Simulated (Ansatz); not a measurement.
Defect: Ge-vacancy pair (Ge on one host In site, one In site vacant) in zinc-blende InP, charge state -2. All values below come from PBE, PAW (plane waves to 420 eV; Ansatz, a first-principles code).

Cell of 64 host sites held at the relaxed PBE lattice; one k-point at (0.250, 0.250, 0.250); Fermi-Dirac width 0.05 eV, spin-restricted; finite-size errors left in. Energies are static. PBE gaps are too small, and in this host the defect's levels may merge with the bands. The charge state is imposed; whether it is stable for some Fermi level was not computed. Forms of the defect that were not tried may lie lower.

Barriers: single points on a 2×2×2 k-point mesh shifted by half a step at the bands' geometries (they differ from the bands' own by up to 0.08 eV, and are uncertain by about as much).

Relaxed starting cell (atoms counted from 1):

```yaml
crystal:
  lattice:
    - [11.92000, 0.00000, 0.00000]
    - [0.00000, 11.92000, 0.00000]
    - [0.00000, 0.00000, 11.92000]
  atoms:
    - { symbol: Ge, position: [0.99613, 0.00407, 0.00408] }
    - { symbol: In, position: [0.00784, 0.00684, 0.49454] }
    - { symbol: In, position: [0.00805, 0.49454, 0.00683] }
    - { symbol: In, position: [0.99242, 0.49354, 0.49357] }
    - { symbol: In, position: [0.50070, 0.00192, 0.00204] }
    - { symbol: In, position: [0.50063, 0.00166, 0.49864] }
    - { symbol: In, position: [0.50069, 0.49871, 0.00171] }
    - { symbol: In, position: [0.49853, 0.49839, 0.49845] }
    - { symbol: P, position: [0.10962, 0.13837, 0.36144] }
    - { symbol: P, position: [0.11768, 0.11776, 0.88487] }
    - { symbol: P, position: [0.12372, 0.62440, 0.37261] }
    - { symbol: P, position: [0.12482, 0.62435, 0.87523] }
    - { symbol: P, position: [0.62988, 0.12539, 0.37374] }
    - { symbol: P, position: [0.62707, 0.12713, 0.87770] }
    - { symbol: P, position: [0.62470, 0.62548, 0.37505] }
    - { symbol: P, position: [0.62695, 0.62688, 0.87660] }
    - { symbol: In, position: [0.99743, 0.24852, 0.75221] }
    - { symbol: In, position: [0.99738, 0.75212, 0.24866] }
    - { symbol: In, position: [0.00164, 0.75133, 0.75132] }
    - { symbol: In, position: [0.50134, 0.25049, 0.25060] }
    - { symbol: In, position: [0.49952, 0.24961, 0.75107] }
    - { symbol: In, position: [0.49956, 0.75074, 0.24979] }
    - { symbol: In, position: [0.50035, 0.74981, 0.74983] }
    - { symbol: P, position: [0.10945, 0.36119, 0.13849] }
    - { symbol: P, position: [0.12370, 0.37255, 0.62445] }
    - { symbol: P, position: [0.11762, 0.88479, 0.11780] }
    - { symbol: P, position: [0.12476, 0.87526, 0.62440] }
    - { symbol: P, position: [0.62986, 0.37374, 0.12547] }
    - { symbol: P, position: [0.62455, 0.37498, 0.62569] }
    - { symbol: P, position: [0.62700, 0.87755, 0.12728] }
    - { symbol: P, position: [0.62692, 0.87657, 0.62688] }
    - { symbol: In, position: [0.24217, 0.00999, 0.25593] }
    - { symbol: In, position: [0.24781, 0.99848, 0.75203] }
    - { symbol: In, position: [0.24254, 0.49320, 0.24198] }
    - { symbol: In, position: [0.24859, 0.49776, 0.74891] }
    - { symbol: In, position: [0.76090, 0.00553, 0.24282] }
    - { symbol: In, position: [0.75291, 0.00387, 0.75179] }
    - { symbol: In, position: [0.75575, 0.49479, 0.25793] }
    - { symbol: In, position: [0.75071, 0.49951, 0.75068] }
    - { symbol: P, position: [0.37422, 0.12606, 0.12607] }
    - { symbol: P, position: [0.37310, 0.12534, 0.62637] }
    - { symbol: P, position: [0.37300, 0.62628, 0.12540] }
    - { symbol: P, position: [0.37453, 0.62489, 0.62488] }
    - { symbol: P, position: [0.90159, 0.12857, 0.12854] }
    - { symbol: P, position: [0.87558, 0.12562, 0.62311] }
    - { symbol: P, position: [0.87563, 0.62308, 0.12558] }
    - { symbol: P, position: [0.87599, 0.62601, 0.62605] }
    - { symbol: In, position: [0.24217, 0.25601, 0.01015] }
    - { symbol: In, position: [0.24259, 0.24191, 0.49339] }
    - { symbol: In, position: [0.24779, 0.75200, 0.99847] }
    - { symbol: In, position: [0.24853, 0.74894, 0.49779] }
    - { symbol: In, position: [0.76084, 0.24294, 0.00549] }
    - { symbol: In, position: [0.75553, 0.25794, 0.49489] }
    - { symbol: In, position: [0.75291, 0.75182, 0.00391] }
    - { symbol: In, position: [0.75071, 0.75064, 0.49957] }
    - { symbol: P, position: [0.37221, 0.37427, 0.37435] }
    - { symbol: P, position: [0.37274, 0.37308, 0.87681] }
    - { symbol: P, position: [0.37274, 0.87668, 0.37306] }
    - { symbol: P, position: [0.37660, 0.87604, 0.87608] }
    - { symbol: P, position: [0.88602, 0.36192, 0.36202] }
    - { symbol: P, position: [0.87627, 0.37666, 0.87774] }
    - { symbol: P, position: [0.87621, 0.87772, 0.37667] }
    - { symbol: P, position: [0.88429, 0.88319, 0.88317] }
```
Cell charge -2.

End state 1 differs by these moves (Å; atoms that move under 0.08 Å are left out):

| atom | element | Δx | Δy | Δz |
|---|---|---|---|---|
| 2 | In | -0.20 | -0.20 | -0.02 |
| 3 | In | -0.12 | 0.06 | -0.07 |
| 4 | In | 0.05 | 0.05 | 0.05 |
| 5 | In | 0.09 | -0.11 | 0.10 |
| 9 | P | 0.13 | -0.19 | 0.17 |
| 13 | P | 0.05 | -0.18 | -0.15 |
| 18 | In | -0.10 | 0.07 | 0.08 |
| 20 | In | 0.03 | -0.08 | 0.09 |
| 22 | In | 0.10 | 0.09 | -0.07 |
| 24 | P | 0.16 | 0.15 | -0.15 |
| 30 | P | 0.18 | 0.20 | 0.22 |
| 32 | In | 0.07 | -0.09 | -0.09 |
| 34 | In | 0.07 | 0.09 | 0.09 |
| 36 | In | 2.78 | 2.79 | -0.02 |
| 38 | In | -0.08 | 0.05 | -0.09 |
| 44 | P | -0.33 | -0.34 | -0.08 |
| 48 | In | 0.08 | -0.10 | -0.08 |
| 49 | In | 0.06 | 0.07 | 0.07 |
| 53 | In | -0.19 | -0.19 | -0.02 |
| 54 | In | -0.10 | 0.11 | 0.11 |
| 55 | In | 0.06 | 0.05 | -0.06 |
| 60 | P | -0.15 | 0.08 | 0.13 |
| 62 | P | -0.23 | 0.12 | -0.19 |

Question: Give the forward and backward barriers to end state 1 at the level PBE, PAW.

Answer: forward 1.55 eV, backward 1.55 eV; at the saddle point atom 36 has neighbours P at 2.55, P at 2.74, P at 2.79, P at 3.02, P at 3.13 Å. The saddle point's order was not checked.

End state 2 differs by these moves (Å; atoms that move under 0.08 Å are left out):

| atom | element | Δx | Δy | Δz |
|---|---|---|---|---|
| 2 | In | -0.09 | -0.07 | 0.08 |
| 3 | In | -0.09 | 0.08 | -0.06 |
| 4 | In | 0.06 | -2.81 | -2.81 |
| 9 | P | 0.19 | -0.12 | 0.19 |
| 11 | P | -0.15 | -0.10 | 0.12 |
| 17 | In | 0.08 | 0.07 | -0.05 |
| 18 | In | 0.08 | -0.05 | 0.06 |
| 19 | In | -0.08 | -0.06 | -0.06 |
| 24 | P | 0.20 | 0.19 | -0.12 |
| 25 | P | -0.15 | 0.12 | -0.10 |
| 32 | In | 0.07 | -0.07 | -0.06 |
| 34 | In | 0.03 | 0.19 | 0.17 |
| 35 | In | -0.07 | -0.07 | -0.06 |
| 36 | In | -0.09 | -0.07 | 0.10 |
| 39 | In | 0.06 | 0.11 | -0.06 |
| 44 | P | -0.19 | -0.09 | -0.09 |
| 47 | P | 0.12 | -0.12 | -0.12 |
| 48 | In | 0.07 | -0.06 | -0.07 |
| 49 | In | 0.03 | 0.17 | 0.18 |
| 51 | In | -0.06 | -0.06 | -0.07 |
| 52 | In | -0.09 | 0.10 | -0.07 |
| 55 | In | 0.06 | -0.06 | 0.11 |
| 60 | P | 0.08 | 0.34 | 0.34 |

Question: Predict the forward and backward barriers to end state 2 from PBE, PAW.

Answer: forward 1.48 eV, backward 1.28 eV; at the saddle point atom 4 has neighbours P at 2.51, 2 P at 2.80, 2 P at 3.06 Å. The saddle point's order was not checked, and it lies on a symmetry element of the cell, where a band can be held.

End state 3 differs by these moves (Å; atoms that move under 0.08 Å are left out):

```json
[
 {"atom": "1", "element": "Ge", "Δx": "0.10", "Δy": "0.00", "Δz": "-0.10"},
 {"atom": "2", "element": "In", "Δx": "-0.07", "Δy": "-0.06", "Δz": "0.07"},
 {"atom": "4", "element": "In", "Δx": "0.11", "Δy": "0.06", "Δz": "0.08"},
 {"atom": "5", "element": "In", "Δx": "-0.07", "Δy": "0.06", "Δz": "0.07"},
 {"atom": "7", "element": "In", "Δx": "-0.08", "Δy": "-0.06", "Δz": "-0.11"},
 {"atom": "9", "element": "P", "Δx": "0.20", "Δy": "-0.15", "Δz": "0.15"},
 {"atom": "10", "element": "P", "Δx": "0.13", "Δy": "0.13", "Δz": "0.20"},
 {"atom": "17", "element": "In", "Δx": "0.10", "Δy": "-0.07", "Δz": "0.10"},
 {"atom": "20", "element": "In", "Δx": "-0.09", "Δy": "-0.10", "Δz": "-0.10"},
 {"atom": "21", "element": "In", "Δx": "-0.05", "Δy": "0.10", "Δz": "0.05"},
 {"atom": "24", "element": "P", "Δx": "0.35", "Δy": "0.00", "Δz": "-0.35"},
 {"atom": "32", "element": "In", "Δx": "0.17", "Δy": "0.00", "Δz": "-0.17"},
 {"atom": "33", "element": "In", "Δx": "-0.06", "Δy": "0.08", "Δz": "0.10"},
 {"atom": "35", "element": "In", "Δx": "0.11", "Δy": "-0.04", "Δz": "0.08"},
 {"atom": "36", "element": "In", "Δx": "-0.10", "Δy": "-0.08", "Δz": "0.06"},
 {"atom": "38", "element": "In", "Δx": "-0.08", "Δy": "0.04", "Δz": "-0.11"},
 {"atom": "40", "element": "P", "Δx": "-0.15", "Δy": "0.15", "Δz": "-0.20"},
 {"atom": "44", "element": "P", "Δx": "-0.20", "Δy": "-0.13", "Δz": "-0.13"},
 {"atom": "48", "element": "In", "Δx": "-2.76", "Δy": "0.00", "Δz": "2.76"},
 {"atom": "49", "element": "In", "Δx": "0.10", "Δy": "0.10", "Δz": "0.09"},
 {"atom": "52", "element": "In", "Δx": "-0.10", "Δy": "0.07", "Δz": "-0.10"},
 {"atom": "53", "element": "In", "Δx": "-0.05", "Δy": "-0.10", "Δz": "0.05"},
 {"atom": "57", "element": "P", "Δx": "-0.13", "Δy": "-0.13", "Δz": "0.11"},
 {"atom": "60", "element": "P", "Δx": "-0.11", "Δy": "0.13", "Δz": "0.13"}
]
```

Question: Estimate the forward and backward barriers to end state 3 that PBE, PAW returns for this input.

Answer: forward 1.39 eV, backward 1.39 eV; at the saddle point atom 48 has neighbours P at 2.48, P at 2.72, P at 2.77, P at 3.10, P at 3.11 Å. The saddle point's order was not checked.
